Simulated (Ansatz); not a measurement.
Start from Lu in the hcp (Mg type) structure (space group P6_3/mmc, No. 194; a = 3.5062 Å, c = 5.4820 Å; relaxed with 0.1 eV smearing).

Calculations: PBE (Ansatz, an electronic-structure program, PAW, no spin-orbit coupling).

Strains are applied to the cell and any free atomic positions relax.

One change was made to it. Results:

| quantity | base | after |
|---|---|---|
| energy relative to the base (free energy F) | 0 meV/atom | +0.9 meV/atom |
| pressure (mean of the normal stresses, compression positive) | 0.0 GPa | -0.7 GPa |

### Question
What was done to the base?
A. isotropic strain +2.50 %
B. isotropic strain +3.00 %
C. isotropic strain −0.50 %
D. isotropic strain +0.50 %

### Answer
D, isotropic strain +0.50 %. For comparison, the pressure in the other runs: isotropic strain −0.50 % gives 0.7 GPa; isotropic strain +2.50 % gives -3.0 GPa; isotropic strain +3.00 % gives -3.5 GPa.

Stability against distortions was not tested.
